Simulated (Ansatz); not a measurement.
## Response to strain in Zr

Base system: Zr in the hcp (Mg type) structure (space group P6_3/mmc, No. 194; a = 3.244 Å, c = 5.158 Å; relaxed with 0.1 eV smearing). Axes: x lies along a and z along c of the hexagonal cell.

Strains are applied to the cell and any free atomic positions relax; under biaxial strain the out-of-plane vector relaxes too.

Calculations: r2SCAN in Ansatz (plane waves to 500 eV, PAW, no spin-orbit coupling), earlier PAW set.

Notes on the quantities. pressure: mean of the normal stresses, compression positive.

```csv
case,volume per atom,pressure,space group
base,23.51 Å³,0.0 GPa,P6_3/mmc (No. 194)
"biaxial strain +2.16 %, plane normal [001], relaxed out of plane",24.16 Å³,-2.3 GPa,P6_3/mmc (No. 194)
"biaxial strain +4.16 %, plane normal [001], relaxed out of plane",24.75 Å³,-4.2 GPa,P6_3/mmc (No. 194)
uniaxial strain ε_xx = +3.56 %,24.35 Å³,-3.1 GPa,Cmcm (No. 63)
uniaxial strain ε_zz = −0.77 %,23.33 Å³,0.8 GPa,P6_3/mmc (No. 194)
tensor shear ε_xy = −3.73 %,23.48 Å³,0.1 GPa,P2_1/m (No. 11)
```

Stability against distortions was not tested. All final runs are without spin polarisation.

Ansatz is a quantum-chemistry and plane-wave program.
